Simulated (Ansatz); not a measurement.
# Ag (P6₃/mmc, No. 194, 2 atoms in the cell; start COD 1509145; another form than the element's usual one)

Computed with r²SCAN (plane waves, PAW; Ansatz, a first-principles code).

Numerical settings: plane-wave cutoff 560 eV, 24×24×12 k mesh (along the axes of the cell as run), Fermi–Dirac smearing 0.05 eV, no spin polarisation, scalar-relativistic PAW data made under PBE.

Cell (relaxed at this level):

```
Ag
1.0
    2.89906     0.00000     0.00000
   -1.44953     2.51066     0.00000
    0.00000     0.00000     4.75924
Ag
2
Direct
  0.33333   0.66667   0.25000
  0.66667   0.33333   0.75000
```

```yaml
band_gap: zero (no gap)
bulk modulus B0: 103 GPa
```

Note: the relaxation could not lower the start's symmetry, so the cell can be a saddle point above a distorted one; the bulk modulus is −V dP/dV from two relaxed cells at ±2 % in volume.

Spin–orbit coupling is not included.
